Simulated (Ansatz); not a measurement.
# PbF2 under a change: isotropic strain +0.50 %

Consider PbF₂ in the fluorite structure (space group Fm-3m, No. 225; a = 6.001 Å).

Modification: every lattice vector is stretched by 0.50 %, atoms relaxed at fixed cell.

Calculations: PBE in Ansatz (plane waves to 420 eV, PAW, no spin-orbit coupling). k-mesh 10×10×10 (Γ-centred); smearing 0.05 eV (Fermi–Dirac).

```csv
quantity,base,changed,shift
volume per atom,18.01 Å³,18.28 Å³,+0.27 Å³
space group,Fm-3m (No. 225),Fm-3m (No. 225),–
energy relative to the base (free energy F),0 meV/atom,+0.8 meV/atom,+0.8 meV/atom
pressure,0.00 GPa,-0.96 GPa,-0.96 GPa
band gap,4.42 eV,4.42 eV,0.00 eV
gap character,"indirect, W → X","indirect, W → X",–
smallest direct gap,4.56 eV,4.56 eV,0.00 eV
electron mass,"2.5 mₑ along k, 0.51 mₑ across (at X)","2.3 mₑ along k, 0.51 mₑ across (at X)",–
"valley order (the lowest conduction-band minima on the path, energy above the VBM, named in the base's zone)","X along ⟨100⟩ 4.42 eV; L along ⟨111⟩ 5.03 eV; a point along ⟨110⟩, about 0.6 Å⁻¹ from Γ 5.40 eV","X along ⟨100⟩ 4.42 eV; L along ⟨111⟩ 5.03 eV; a point along ⟨110⟩, about 0.6 Å⁻¹ from Γ 5.39 eV",–
```

With Pb present, leaving out spin-orbit coupling can change the band edges. Effective masses come from finite differences of ±0.01 Å⁻¹. Along k means along the line from Γ to the band edge. Whether these cells are dynamically stable was not tested.

Ansatz is a first-principles code.
